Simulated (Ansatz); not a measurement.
Take ZnS in the wurtzite structure (space group P6_3mc, No. 186) as the base.

```
ZnS
1.0
    3.78216     0.00000     0.00000
   -1.89108     3.27545     0.00000
    0.00000     0.00000     6.20765
Zn S
2 2
Direct
  0.33333   0.66667   0.00042
  0.66667   0.33333   0.50042
  0.33333   0.66667   0.37458
  0.66667   0.33333   0.87458
```

Cartesian axes are those of the cell as printed.

Calculations: Kohn–Sham DFT with the PBEsol functional, run in Ansatz (an electronic-structure program) with PAW and 420 eV plane waves, without spin-orbit coupling.

Modification: uniaxial strain ε_zz = +0.60 %, all other strain components held at zero, atoms relaxed at fixed cell.

Predict the stress tensor and what it implies for the stiffness.

Stress of the strained cell less that of the base (GPa, compression positive):
```
  -0.27    0.00    0.00
   0.00   -0.27    0.00
   0.00    0.00   -0.89
```

Then −Δσ_ii/ε with ε = 0.0060 gives relaxed-ion elastic constants: C33 ≈ 149 GPa, C13 ≈ 45 GPa and C23 ≈ 45 GPa.

Stability against distortions was not tested.
